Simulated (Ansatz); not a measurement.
The parent structure is HfO₂ in the fluorite structure (space group Fm-3m, No. 225; a = 5.059 Å). Axes: x, y, z lie along the cube axes.

Method: Kohn–Sham DFT with the r2SCAN functional, run in Ansatz (an electronic-structure program) with PAW and 500 eV plane waves, no spin-orbit coupling, earlier PAW set.

Before the change:

The shortest interatomic distance is 2.191 Å.

One thing is altered: a pure shear with ε_xz = ε_zx = -0.0071; the atoms relax in the strained cell.

What does the calculation give for the stress after the change?

The stress (xx, yy, zz, yz, xz, xy; compression positive) comes out as (0.03, 0.02, 0.03, 0.00, 1.05, 0.00) GPa.

What does the calculation give for the shortest interatomic distance after the change?

The shortest interatomic distance shrinks by 0.0074 Å, from 2.191 Å to 2.183 Å.

What does the calculation give for the energy relative to the base after the change?

The energy increases by 0.5 meV/atom.

No phonon test of stability was made. This is not the structure that HfO2 has at room temperature and ambient pressure.
